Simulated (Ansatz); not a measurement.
Start from a 24-atom supercell of BAs in the zinc blende structure (space group F-43m, No. 216; a = 4.768 Å) at its relaxed geometry.

Method: Ansatz (a first-principles code) PBEsol, no spin-orbit coupling.

Base values:

- Pressure: 0.0 GPa

Perturbation: one B atom is added in an open site, starting 2.06 Å from the nearest host atom, atoms relaxed at fixed cell, starting from a slightly rattled geometry.

### Question
Predict the new final site of the added atom and pressure.

### Answer
The final site of the added atom comes out as 3 B at 1.82 Å and 3 As at 2.15 Å; the pressure goes from zero to 3.4 GPa.

Other magnetic orders, which the real material may have, were not ruled out. In so small a cell the defect repeats every few ångströms: this is an ordered compound, not a dilute defect. A case with no gap was solved on a k-mesh chosen for an insulator, which is coarse for it. Seeded moments were not kept for B interstitial (started 2.06 Å from the nearest host atom). The defect cell is spin-polarised and ends with 0.1 μB.
